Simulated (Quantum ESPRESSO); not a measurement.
Worked example: self-consistent single point of MgS (I4mm, 2 atoms in the cell) in Quantum ESPRESSO.

Method: LDA (PZ), GBRV 1.5 ultrasoft (LDA) pseudopotentials (plane waves; Quantum ESPRESSO).

```xyz
2
Lattice="0.0000 2.6078 2.6078 2.6078 0.0000 2.6078 2.6078 2.6078 0.0000" Properties=species:S:1:pos:R:3 pbc="T T T"
Mg     0.0000     0.0000     0.0500
S      2.6078     2.6078     2.6078
```

Reference input (self-consistent single point, DFT, LDA (PZ), plane waves, GBRV 1.5 ultrasoft (LDA) pseudopotentials): ecutwfc = 40 Ry; ecutrho = 200 Ry; occupations = smearing; smearing = fermi-dirac; degauss = 0.0036749 Ry; potentials = {Mg: mg_lda_v1.4.uspp.F.UPF, S: s_lda_v1.4.uspp.F.UPF}; K_POINTS = automatic 8 8 8 0 0 0; conv_thr = 1e-10 Ry; mixing_beta = 0.3. This run's input differs from it in these lines:

```diff
@@ -29,3 +29,3 @@
 K_POINTS automatic
-8 8 8  0 0 0
+10 10 10  1 1 1
 CELL_PARAMETERS angstrom
```

Output, abridged:

```
     Self-consistent Calculation

     iteration #  1     ecut=    40.00 Ry     beta= 0.30

     total energy              =    -149.38012944 Ry
     estimated scf accuracy    <       0.16606505 Ry

     iteration #  2     ecut=    40.00 Ry     beta= 0.30

     total energy              =    -149.36955922 Ry
     estimated scf accuracy    <       0.03623495 Ry

     iteration #  3     ecut=    40.00 Ry     beta= 0.30

     total energy              =    -149.37396891 Ry
     estimated scf accuracy    <       0.00324467 Ry

   [... 5 blocks of this kind left out ...]

     iteration #  9     ecut=    40.00 Ry     beta= 0.30

     total energy              =    -149.37426448 Ry
     estimated scf accuracy    <          3.8E-10 Ry

     iteration # 10     ecut=    40.00 Ry     beta= 0.30
     End of self-consistent calculation

     Number of k-points >= 100: set verbosity='high' to print the bands.

     the Fermi energy is     7.5482 ev

!    total energy              =    -149.37426448 Ry
     estimated scf accuracy    <          8.5E-11 Ry
     smearing contrib. (-TS)   =      -0.00000000 Ry
     internal energy E=F+TS    =    -149.37426448 Ry

     convergence has been achieved in  10 iterations

     Forces acting on atoms (cartesian axes, Ry/au):

     atom    1 type  1   force =     0.00000000   -0.00000000   -0.00473196
     atom    2 type  2   force =    -0.00000000    0.00000000    0.00473196

     Total force =     0.006692     Total SCF correction =     0.000027

          total   stress  (Ry/bohr**3)                   (kbar)     P=      -36.97
  -0.00025786   0.00000000  -0.00000000          -37.93        0.00       -0.00
  -0.00000000  -0.00025786  -0.00000000           -0.00      -37.93       -0.00
   0.00000000  -0.00000000  -0.00023815            0.00       -0.00      -35.03

   JOB DONE.
```

The run converged in 10 iterations. Against the reference run the free energy is nearly the same (within 1 meV/atom), the pressure hardly changes (-3.69 to -3.70 GPa), the largest force stays at 0.122 eV/Å and the gap on the mesh goes from 2.546 to 2.682 eV.

The starting cell has typed, rounded lattice constants, without a prior relaxation at this level. Its lattice was rescaled by up to half a per cent. One atom was moved a little off its site on purpose. Another mesh or the band path of this cell gives a smaller gap, so this value is not converged in the mesh.

Cost on one core of a shared machine: roughly 70 s.
